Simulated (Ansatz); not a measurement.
A constructed model of the (100) surface of fcc Pt, a layer of Mn in place of the second plane (bottom of the slab: a bare face, its two planes held)

All values below come from PBE (plane waves to 420 eV, PAW; Ansatz, an electronic-structure program).

Set-up: 6 atoms, 10.0 Å thick at the start (thin: gaps and levels are the slab's own); mesh 13x13x1; 0.1 eV smearing; dipole correction on; 2 atoms held, the rest relaxed; held to the start's symmetry, so lower structures may exist; spin-polarised, ending with about 4.0 μB a cell; orders that need a larger cell were not tried, no spin-orbit, no U. It is one candidate, not shown to be the stable structure of the face.

| Property | Value |
|---|---|
| work function of the top face | 5.20 eV |
| energy released by relaxation | 0.26 eV |
| magnetic moment of the cell | 3.96 μB |
| cost | very roughly 5 core-minutes |
